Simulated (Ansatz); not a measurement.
# PBE against r2SCAN: SiO2, isotropic strain +0.92 %

The reference is SiO2 in the rutile structure (space group P4_2/mnm, No. 136; a = 4.236 Å, c = 2.690 Å).

(Cell as relaxed with PBE.)

Levels (all Ansatz, a program for electronic structure, PAW, earlier PAW set): PBE (420 eV, scalar-relativistic without spin-orbit coupling); r2SCAN (500 eV, no spin-orbit coupling).

Each level relaxes its own structure.

| base | PBE | r2SCAN |
|---|---|---|
| volume per atom | 8.04 Å³ | 7.79 Å³ |
| lattice parameter a | 4.236 Å | 4.185 Å |
| band gap | 5.05 eV | 6.53 eV |

Perturbation: the cell is scaled by 1.0092 in all directions, atoms relaxed at fixed cell.

| quantity | PBE | r2SCAN |
|---|---|---|
| shift of the gap caused by the change | -0.42 eV | -0.46 eV |
| electron mass | 0.35 mₑ along c, 0.43 mₑ across (at Γ) | 0.36 mₑ along c, 0.46 mₑ across (at Γ) |
| pressure (mean of the normal stresses, compression positive) | -7.18 GPa | -8.23 GPa |
| energy relative to the base (free energy F) | +5.2 meV/atom | +5.7 meV/atom |
| band gap | 4.63 eV | 6.06 eV |

PBE's shift of the gap caused by the change lies 0.04 eV above r2SCAN's; PBE's pressure lies 1.05 GPa above r2SCAN's; PBE's energy relative to the base lies 0.6 meV/atom below r2SCAN's; PBE's band gap lies 1.437 eV below r2SCAN's. Neither level is exact; r2SCAN is the comparison here, not a measurement.

Masses are band curvatures over ±0.01 Å⁻¹ around the edge. No phonon test of stability was made.
